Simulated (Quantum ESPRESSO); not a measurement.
Worked example: self-consistent single point of TlCuO2 (P1, 8 atoms in the cell) in Quantum ESPRESSO.

Method of the run: LDA (PZ), GBRV 1.5 ultrasoft (LDA) pseudopotentials (plane waves; Quantum ESPRESSO).

The change in words: lattice scaled by 0.98. Reference geometry:
```
CELL_PARAMETERS angstrom
      5.67507     0.00000     0.00000
      0.00000     5.48565     0.00000
     -2.78040     0.00000     5.15829
ATOMIC_POSITIONS crystal
  Tl 0.69761 0.74750 0.86200
  Tl 0.30133 0.25191 0.13077
  Cu 0.98794 0.24461 0.49763
  Cu 0.00955 0.75609 0.50426
  O  0.99066 0.00084 0.28549
  O  0.00045 0.99926 0.71011
  O  0.00118 0.50218 0.71426
  O  0.01131 0.49761 0.29547
```

Reference input (self-consistent single point, DFT, LDA (PZ), plane waves, GBRV 1.5 ultrasoft (LDA) pseudopotentials): ecutwfc = 50 Ry; ecutrho = 400 Ry; occupations = smearing; smearing = gauss; degauss = 0.0099958 Ry; potentials = {Tl: tl_lda_v1.2.uspp.F.UPF, Cu: cu_lda_v1.2.uspp.F.UPF, O: o_lda_v1.2.uspp.F.UPF}; K_POINTS = automatic 4 3 3 0 0 0; conv_thr = 1e-10 Ry. This run's input differs from it in these lines:

```diff
@@ -27,5 +27,5 @@
 CELL_PARAMETERS angstrom
-   5.67507000     0.00000000     0.00000000
-   0.00000000     5.48565000     0.00000000
-  -2.78040100     0.00000000     5.15828600
+   5.56156900     0.00000000     0.00000000
+   0.00000000     5.37593700     0.00000000
+  -2.72479300     0.00000000     5.05512000
 ATOMIC_POSITIONS crystal
```

Output (repeated stretches shortened):

```
     Self-consistent Calculation

     iteration #  1     ecut=    50.00 Ry     beta= 0.70

---- Real-time Memory Report at c_bands before calling an iterative solver
           475 MiB given to the printing process from OS
           177 MiB allocation reported by mallinfo(arena+hblkhd)
------------------

     negative rho (up, down):  1.006E-01 0.000E+00

     total energy              =   -1224.84252090 Ry
     estimated scf accuracy    <       1.61819311 Ry

     iteration #  2     ecut=    50.00 Ry     beta= 0.70

---- Real-time Memory Report at c_bands before calling an iterative solver
   [... lines left out ...]
           624 MiB given to the printing process from OS
           237 MiB allocation reported by mallinfo(arena+hblkhd)
------------------

     negative rho (up, down):  9.792E-02 0.000E+00

     total energy              =   -1225.69895562 Ry
     estimated scf accuracy    <          1.6E-10 Ry

     iteration # 17     ecut=    50.00 Ry     beta= 0.70

---- Real-time Memory Report at c_bands before calling an iterative solver
           625 MiB given to the printing process from OS
           237 MiB allocation reported by mallinfo(arena+hblkhd)
------------------

     negative rho (up, down):  9.792E-02 0.000E+00
     End of self-consistent calculation

     the Fermi energy is     5.7159 ev

!    total energy              =   -1225.69895562 Ry
     estimated scf accuracy    <          1.4E-11 Ry
     smearing contrib. (-TS)   =      -0.00001947 Ry
     internal energy E=F+TS    =   -1225.69893615 Ry

     convergence has been achieved in  17 iterations

     negative rho (up, down):  9.792E-02 0.000E+00

     Forces acting on atoms (cartesian axes, Ry/au):

     atom    1 type  1   force =     0.00523341   -0.00190320    0.00297670
     atom    2 type  1   force =    -0.00696886    0.00154750    0.00273901
     atom    3 type  2   force =     0.00841952    0.06175705   -0.01226667
     atom    4 type  2   force =     0.00637534   -0.06395066   -0.00005718
     atom    5 type  3   force =     0.01013968    0.00186642   -0.01635838
   [... lines left out ...]
     Total force =     0.099122     Total SCF correction =     0.000011
   [... lines left out ...]

     negative rho (up, down):  9.792E-02 0.000E+00
          total   stress  (Ry/bohr**3)                   (kbar)     P=      -20.79
  -0.00016645   0.00000322  -0.00000782          -24.49        0.47       -1.15
   0.00000322  -0.00014079  -0.00001546            0.47      -20.71       -2.27
  -0.00000782  -0.00001546  -0.00011674           -1.15       -2.27      -17.17

   JOB DONE.
```

The run converged in 17 iterations. Against the reference run the free energy drops by 28.5 meV/atom, the pressure goes from -6.17 to -2.08 GPa, the largest force goes from 1.373 to 1.652 eV/Å and the gap on the mesh goes from 0.532 to 0.553 eV.

The starting cell comes from a database of computed structures (which also holds hypothetical and non-ambient phases and stackings), without a prior relaxation at this level. Its atoms were displaced at random from the sites of space group no. 11. For this run, on top of that: lattice scaled by 0.98. Spin-orbit coupling is off. Forces in this geometry exceed 1 eV/Å.

Cost on one core of a shared machine: roughly 4 min.
